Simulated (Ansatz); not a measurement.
The parent structure is MgTe in the wurtzite structure (space group P6_3mc, No. 186; a = 4.561 Å, c = 7.413 Å).

Levels (all Ansatz, a program for electronic structure, PAW, earlier PAW set): PBEsol (420 eV, no spin-orbit coupling); HSE06 (420 eV, no spin-orbit coupling); PBEsol+SOC (420 eV, with spin-orbit coupling).

At the geometry relaxed with PBEsol, these levels gave the following band gaps, in shuffled order: (a) 2.39 eV, (b) 2.13 eV, (c) 3.37 eV.

Task: Match each gap to its level.

Result: (a) PBEsol; (b) PBEsol+SOC; (c) HSE06.

Single points use the geometry relaxed with PBEsol. Differences between runs with and without spin-orbit coupling are approximate. Spin-orbit coupling, missing from the scalar runs, can matter with Te. Whether these cells are dynamically stable was not tested.
